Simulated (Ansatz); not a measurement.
The starting structures come from a database of crystals and need not be the phases stable at ambient conditions.

Given:

```
CELL_PARAMETERS angstrom
      5.81486     0.00000     0.00000
     -0.06397     5.81451     0.00000
      0.00000     0.00000     8.25266
ATOMIC_POSITIONS crystal
  Sr 0.01193 0.98807 0.75000
  Sr 0.98807 0.01193 0.25000
  Sr 0.50645 0.49355 0.75000
  Sr 0.49355 0.50645 0.25000
  Zr 0.50000 0.00000 0.00000
  Zr 0.50000 0.00000 0.50000
  Zr 0.00000 0.50000 0.00000
  Zr 0.00000 0.50000 0.50000
  O  0.04084 0.54946 0.75000
  O  0.95916 0.45054 0.25000
  O  0.54946 0.04084 0.25000
  O  0.45054 0.95916 0.75000
  O  0.78891 0.21109 0.54306
  O  0.21109 0.78891 0.45694
  O  0.21109 0.78891 0.04306
  O  0.78891 0.21109 0.95694
  O  0.70824 0.70824 0.00000
  O  0.29176 0.29176 0.00000
  O  0.29176 0.29176 0.50000
  O  0.70824 0.70824 0.50000
```

Space group of this cell: Cmcm. The cell is taken as given; by PBEsol its mean pressure is -2.6 GPa.

Transport runs along the normal of the first two printed cell vectors.

The gap is the functional's own. No spin-orbit coupling. Mid-gap values are interpolated on the energy grid.

### Question
Estimate the band gap and the smallest decay constant κ at mid-gap that Ansatz (a first-principles code) with PBEsol returns for this system.

### Answer
Gap 3.48 eV on a 6×6×4 mesh; κ = 0.290 1/Å, at the zone centre.
